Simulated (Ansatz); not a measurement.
The parent structure is MgO in the rock salt structure (space group Fm-3m, No. 225).

```xyz
2
Lattice="0.0000 2.1269 2.1269 2.1269 0.0000 2.1269 2.1269 2.1269 0.0000" Properties=species:S:1:pos:R:3 pbc="T T T"
Mg     0.0000     0.0000     0.0000
O      2.1269     2.1269     2.1269
```

Cartesian axes are those of the cell as printed.

Level of theory: plane-wave PAW DFT at the PBE level (Ansatz, a first-principles code, 420 eV), without spin-orbit coupling.

Now apply this change: every lattice vector is stretched by 2.50 %, atoms relaxed at fixed cell.

Predict the stress tensor and what it implies for the stiffness.

Stress of the strained cell less that of the base (GPa, compression positive):
```
  -9.49    0.00    0.00
   0.00   -9.49    0.00
   0.00    0.00   -9.49
```

Then B = −ΔP/(ΔV/V₀) with ΔV/V₀ = 0.0769 gives secant stiffness values (nonlinear terms included at this strain): B ≈ 123 GPa.

As a check, the harmonic strain energy −½ V₀ Δσ:ε is 21 meV/atom; the computed energy rise is 23 meV/atom.

Whether these cells are dynamically stable was not tested.
